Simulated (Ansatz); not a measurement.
# WS2 (R3m, No. 160, 3 atoms in the cell; start mp-9813; a measured phase of this formula has another space group): properties by level of theory

```tsv
level (code)	lattice constant a (Å)	lattice parameter c (Å)
LDA (Ansatz)	…	…
PBEsol (Ansatz)	3.147	19.135
r²SCAN-D4 (Ansatz)	3.173	…
```

Question: Complete the blanks.

Answer: 
- LDA (Ansatz, a first-principles code), lattice constant a (Å): 3.130
- LDA (Ansatz), lattice parameter c (Å): 18.181
- r²SCAN-D4 (Ansatz), lattice parameter c (Å): 18.814

Caveats: the relaxation could not lower the start's symmetry, so the cell can be a saddle point above a distorted one (LDA, PBEsol, r²SCAN-D4). Ansatz's density-functional and Hartree–Fock values are scalar-relativistic unless marked +SOC, with PAW data made under PBE.

The crystal itself was run without spin with LDA, PBEsol, r²SCAN-D4; a magnetic state was not tried in these runs.

The computed numbers hold no vibrational or temperature effects.

A start named mp-… is a Materials Project structure, which need not be a measured phase.
